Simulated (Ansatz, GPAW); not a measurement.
# One structure in several programs: Cr3Ni (I4/mmm, 4 atoms in the cell)

Self-consistent single point.

```
Cr3Ni
1.0
   -1.79118     1.79118     3.56944
    1.79118    -1.79118     3.56944
    1.79118     1.79118    -3.56944
Cr Ni
3 1
Direct
  0.50000   0.50000   0.00000
  0.75000   0.25000   0.50000
  0.25000   0.75000   0.50000
  0.00000   0.00000   0.00000
```
Moments meant for the start (each program seeds them in its own way; μB, in the order of the atoms Cr Cr Cr Ni): 3.0 0.0 0.0 0.0.

Shared settings, as Ansatz (an electronic-structure program) writes them: kpoints.mp_grid.grid = 5 5 5; scf.occupations.method = gaussian; scf.occupations.width = 0.272 eV. Potentials and cutoffs stand in the table.

```tsv
code	model	pressure (GPa)	size of the net moment (μB/atom)	cutoff
Ansatz	PBEsol, PAW files made with PBE	-8.42	0.13	default
GPAW	PBEsol, GPAW PAW datasets PBEsol (made by gpaw-setup)	-7.90	0.15	800 eV
```

On Ansatz's run: the moments shrank to a small part of their start, a low-spin state that need not be the lowest.

The spread over the programs that give each value: pressure within 0.52 GPa; size of the net moment within 0.02 μB/atom.

Ansatz's pressure is given at a fixed set of plane waves, as the other plane-wave codes print theirs; with its correction for the finite basis it is -8.36 GPa.

On the base mesh (7 7 7) the same programs gave: Ansatz pressure -8.74 GPa; GPAW pressure -8.23 GPa.

The values differ from the base mesh's, so the mesh still matters here: the table compares the programs at equal settings.

The starting cell comes from a database of computed structures (which also holds hypothetical and non-ambient phases and stackings), without a prior relaxation at this level. Its lattice was rescaled by a random factor within 2.5 % of one.

Keys are those of Ansatz 0.2.
